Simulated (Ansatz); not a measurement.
Quartz-high SiO2 (high-temperature phase), treated with LDA (Ansatz, a first-principles code, PAW).

Input:

Ansatz 0.2 input:
```yaml
crystal:
  lattice:
    - [2.5023672492, -4.3342272148, 0.0]
    - [2.5023672492, 4.3342272148, 0.0]
    - [0.0, 0.0, 5.4879999465]
  atoms:
    - { symbol: Si, position: [0.5, 0.5, 0.3333333333] }
    - { symbol: Si, position: [0.5, 0.0, 0.0] }
    - { symbol: Si, position: [0.0, 0.5, 0.6666666667] }
    - { symbol: O, position: [0.2077897119, 0.7922102881, 0.8333333333] }
    - { symbol: O, position: [0.2077897119, 0.4155794239, 0.5] }
    - { symbol: O, position: [0.5844205761, 0.7922102881, 0.1666666667] }
    - { symbol: O, position: [0.7922102881, 0.2077897119, 0.8333333333] }
    - { symbol: O, position: [0.7922102881, 0.5844205761, 0.5] }
    - { symbol: O, position: [0.4155794239, 0.2077897119, 0.1666666667] }
basis:
  ecutwfc: 520
  ecutrho_ratio: 4
  xc_grid: 2
kpoints:
  mp_grid: { grid: [12, 12, 6] }
hamiltonian:
  xc: lda
  dispersion: none
  pseudopotentials: { kind: paw }
scf:
  occupations: { method: fermi_dirac, width: 0.01 }
output:
  forces: true
  stress: true
  eigenvalues: true
relax:
  f_tol: 0.004
  escape_saddle: false
  max_steps: 80
  cell: { stress_tol: 0.02, fix: [volume] }
```

Output (set-up and result lines):

```
Relaxation: its limit of steps is 80 (relax.max_steps)
Crystal: 9 atoms, lattice volume = 119.044 Å³
Basis set: ecut = 520 eV, 3213 PW (Γ), exchange–correlation on 80×80×90 points (8 copies of the dense FFT grid, shifted against one another)
Bands: 33, of which v1, the nominal top of the filled ones, is band 24 counted from 1 (23 counted from 0)
Symmetry: 12 space group operations
Space group: P6222 (ITA 180), of the structure as read, at distance tolerance 4.9e-5 Å
k-points: 76 of 864 (time reversal used)
Functional: x = slater, c = lda
SCF iter   1: F=—  HF=-5168.116702 eV  |F-HF|=—  |Δ(HF+E_count)|=         —  Δρ=1.34e-2  dr2=1.91e-1
SCF iter   2: F=—  HF=-5168.062215 eV  |F-HF|=—  |Δ(HF+E_count)|=   5.45e-2  Δρ=3.81e-3  dr2=6.03e-3
  ...
SCF 1 converged in 6 iterations: F = -5168.059744 eV  dr2 = 1.42e-8
Crystal: 9 atoms, lattice volume = 119.044 Å³
Initial density: handed on by an earlier stage of this run
SCF 2 converged in 4 iterations: F = -5168.061929 eV  dr2 = 1.29e-7
  ...
Crystal: 9 atoms, lattice volume = 119.044 Å³
SCF 4 converged in 4 iterations: F = -5168.067753 eV  dr2 = 8.39e-10
Crystal: 9 atoms, lattice volume = 119.044 Å³
SCF 5 converged in 4 iterations: F = -5168.067757 eV  dr2 = 7.80e-10
Crystal: 9 atoms, lattice volume = 119.044 Å³
SCF iter   5: F=—  HF=-5168.067756 eV  |F-HF|=—  |Δ(HF+E_count)|=  9.09e-12  Δρ=2.12e-7  dr2=3.26e-11
SCF iter   6: F=-5168.067756 eV  HF=-5168.067756 eV  |F-HF|=2.73e-12  |Δ(HF+E_count)|=  9.09e-12  Δρ=7.28e-8  dr2=3.92e-12
SCF 6 converged in 6 iterations: F = -5168.067756 eV  dr2 = 3.92e-12
SCF converged after 6 iterations
Free energy (F): -5168.067756 eV
Internal energy: -5168.067756 eV  (E = F + TS)
E sigma→0 (E₀):  -5168.067756 eV
Fermi energy:    4.582549 eV
--- Forces (eV/Å), atoms counted from 1 ---
  atom   1  Si    -0.00000000     0.00000000    -0.00000000
  atom   2  Si     0.00000000     0.00000000     0.00000000
  atom   3  Si    -0.00000000    -0.00000000    -0.00000000
  atom   4  O     -0.00000000     0.00009197    -0.00000000
  atom   5  O     -0.00007965    -0.00004598     0.00000000
  atom   6  O      0.00007965    -0.00004598    -0.00000000
  atom   7  O     -0.00000000    -0.00009197    -0.00000000
  atom   8  O      0.00007965     0.00004598     0.00000000
  atom   9  O     -0.00007965     0.00004598     0.00000000
--- Stress (GPa, compression-positive) ---
        2.873509       0.000000       0.000000
        0.000000       2.873509       0.000000
        0.000000       0.000000       2.873663
  P = ⅓ Tr σ = 2.8736 GPa (28.736 kbar)
```

The cell is one volume of an energy–volume scan, off the minimum.

The PAW data were made under PBE.

Note: symmetry holds this phase in the static calculation, where it need not be a minimum. Note: held by symmetry at 0 K, a high-temperature phase can be a saddle point.
